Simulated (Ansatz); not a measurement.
A zone-centre phonon calculation of Zr2Au (I4/mmm, 3 atoms in the cell) with Ansatz (a first-principles code).

Method of the run: LDA (PW92), default PAW files made with PBE (plane waves; Ansatz).

```
Zr2Au
1.0
   -1.65513     1.65513     5.84295
    1.65513    -1.65513     5.84295
    1.65513     1.65513    -5.84295
Zr Au
2 1
Direct
  0.65970   0.65970   0.00000
  0.34030   0.34030   0.00000
  0.00000   0.00000   0.00000
```

Reference input (self-consistent single point, DFT, LDA (PW92), plane waves, default PAW files made with PBE): basis.ecutwfc = 420 eV; kpoints.mp_grid.grid = 12 12 12; hamiltonian.xc = lda; hamiltonian.pseudopotentials = {kind: paw} (the program's default PAW files); scf.occupations.method = fermi_dirac; scf.occupations.width = 0.1 eV. This run's input differs from it in these lines:

```diff
@@ -18,6 +18,5 @@
   occupations: { method: fermi_dirac, width: 0.1 }
-output:
-  forces: true
-  eigenvalues: true
-  stress: true
+  convergence: { dr2_threshold: 1.0e-03 eV }
+phonons:
+  method: dfpt
```

Output, abridged:

```
SCF iter   1: F=—  HF=-21021.143681 eV  |F-HF|=—  |Δ(HF+E_count)|=         —  Δρ=6.83e-3  dr2=2.46e-2  ethr=1.77e-3  ⟨swp⟩=3.9  Hψ=24846  notcnv=0
all-band conjugate gradients solve this SCF's bands
preconditioner: auto → Kerker (q_TF=auto, 2.553 Å⁻¹)
SCF iter   2: F=—  HF=-21021.142447 eV  |F-HF|=—  |Δ(HF+E_count)|=   1.23e-3  Δρ=3.93e-3  dr2=1.12e-2  ethr=5.71e-5  ⟨swp⟩=1.0  Hψ=9525  notcnv=0
SCF iter   3: F=—  HF=-21021.140643 eV  |F-HF|=—  |Δ(HF+E_count)|=   1.80e-3  Δρ=5.44e-4  dr2=2.06e-4  ethr=2.60e-5  ⟨swp⟩=2.0  Hψ=8324  notcnv=0
SCF iter   4: F=—  HF=-21021.140608 eV  |F-HF|=—  |Δ(HF+E_count)|=   3.50e-5  Δρ=2.30e-4  dr2=4.12e-5  ethr=4.78e-7  ⟨swp⟩=2.2  Hψ=11229  notcnv=0
iter 5 did not close the SCF: its close was put off for the readings that it lacked (scf_convergence_deferred on its scf_iter line)
SCF iter   5: F=-21021.140600 eV  HF=-21021.140601 eV  |F-HF|=6.02e-7  |Δ(HF+E_count)|=   7.72e-6  Δρ=3.68e-5  dr2=1.20e-6  ethr=9.59e-8  ⟨swp⟩=2.1  Hψ=9166  notcnv=0
SCF iter   6: F=-21021.140600 eV  HF=-21021.140600 eV  |F-HF|=2.08e-8  |Δ(HF+E_count)|=   2.10e-7  Δρ=1.02e-5  dr2=6.95e-8  ethr=2.80e-9  ⟨swp⟩=6.1  Hψ=48730  notcnv=0
SCF 1 converged in 6 iterations: F = -21021.140600 eV  dr2 = 6.95e-8
DFPT response loops at Γ: preconditioner auto → Kerker (q_TF=auto, 2.553 Å⁻¹) (partly filled bands, converged f_vac=0.000) …
Free energy (F): -21021.140600 eV
Internal energy: -21021.077891 eV  (E = F + TS)
E sigma→0 (E₀):  -21021.109246 eV
Entropy (-TS):   -0.062709 eV (-20.903 meV/atom)
Fermi energy:    15.532107 eV
--- Phonons (Γ-DFPT): 4 representative perturbations + reference, on 280 of 1728 k-points (Σ response iterations 12) ---
  k mesh reduced under 4 symmetry operations, with k and −k counted as one. Each operation leaves every solved displacement unchanged or reverses it
  ASR residual: 1.624e-3 → 0.000e0 eV/Å²; symmetrization residual: 4.724e-7 eV/Å²
  ASR residual per site (eV/Å²): 6.47e-4 6.47e-4 1.62e-3
  Γ frequencies (cm⁻¹): 0.00 0.00 0.00 69.99 83.04 83.04 155.45 155.45 194.45
  non-analytic LO–TO correction: not included (Born effective charges unavailable; polar crystals: no LO–TO splitting at Γ)
```

The run converged in 6 iterations.  The full log also holds: “iter 5 did not close the SCF: its close was put off for the readings that it lacked (scf_convergence_deferred on its scf_iter line)”.

Summary of the result:
```
Property                                                                               Value
--------------------------------------------------------  ----------------------------------
Free energy E − TS (on the zero of these files)                               -21021.1406 eV
Fermi level (on the code's own zero)                                                15.53 eV
Zone-centre frequencies (cm⁻¹; negative means imaginary)  0, 0, 0, 70, 83, 83, 155, 155, 194
```

The starting cell comes from a database of computed structures (which also holds hypothetical and non-ambient phases and stackings), without a prior relaxation at this level. Its lattice was rescaled by up to half a per cent.

Cost on one core of a shared machine: roughly 8 min.

Keys are those of Ansatz 0.2.
